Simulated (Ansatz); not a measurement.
Functionals compared on OH on the 1x1 (100) surface of fcc Cu, one in a 2x2 cell, started at the site 'hollow Cu-Cu-Cu-Cu over Cu at depth 1.8 Å', in Ansatz (plane waves, PAW). The structure was relaxed with PBE; the other rows are single points on it, each with its references at the same level. Cutoff 420 eV (500 eV for r2SCAN).

Model: 18-atom slab, 5.3 Å thick at the start under the adsorbate (thin: gaps and levels are the slab's own), 6x6x1 mesh, Fermi-Dirac 0.1 eV, dipole correction, 8 atoms held, the rest relaxed; start symmetry kept, larger cells not searched; spin-polarised, no spin-orbit, no U, no dispersion correction. The starting moment vanished. At the end it is bonded to 4 Cu. In PBE this state lies 0.04 eV over the lowest of the starts that converged ('bridge Cu-Cu (span 2.6 Å)'). These notes are the PBE run's. r2SCAN: The program's check for a lower electronic state was not made. Adsorption energies are against H2O(g) − ½ H2(g). A negative adsorption energy means that the adsorbate is more stable on the surface than in its reference.

```tsv
functional	adsorption energy (eV)	work function of the top face (eV)	change of the work function (eV)	magnetic moment of the cell (μB)	rough cost of the single point
PBE	0.05	3.30	-1.24	0.00	–
RPBE	___	___	___	0.00	very roughly 14 core-minutes
r2SCAN	-0.29	3.27	-1.27	0.00	roughly 23 core-minutes
```

Q: Fill in the missing entries.

A: 
- RPBE, adsorption energy (eV): 0.26
- RPBE, work function of the top face (eV): 3.16
- RPBE, change of the work function (eV): -1.21

Ansatz is a program for electronic structure.
